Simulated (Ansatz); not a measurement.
Here is the system:

```yaml
crystal:
  lattice:
    - [0.01071, 2.16585, 2.17581]
    - [2.11240, 0.03581, 2.15070]
    - [2.16120, 2.18955, -0.01298]
  atoms:
    - { symbol: C, position: [0.00000, 0.00000, 0.00000] }
    - { symbol: Ti, position: [0.50000, 0.50000, 0.50000] }
```

No spin polarisation.

All numbers come from DFT with r2SCAN, PAW potentials and a 500 eV plane-wave cutoff in Ansatz (a program for electronic structure), no SOC. k-mesh 23×23×23 (Γ-centred); smearing 0.1 eV (Fermi–Dirac).

Problem. Estimate the space group.

Solution. P-1 (No. 2).

Problem. What is the computed pressure (mean of the normal stresses, compression positive)?

Solution. 4.1 GPa.

The cells carry an imposed strain or load. Stability against distortions was not tested. All final runs are without spin polarisation. The cell was made from TiC in the rock salt structure (space group Fm-3m, No. 225) by this change: strain tensor (xx, yy, zz, yz, xz, xy) = (−1.50, −0.19, +0.27, +0.28, −0.88, +1.38) %.
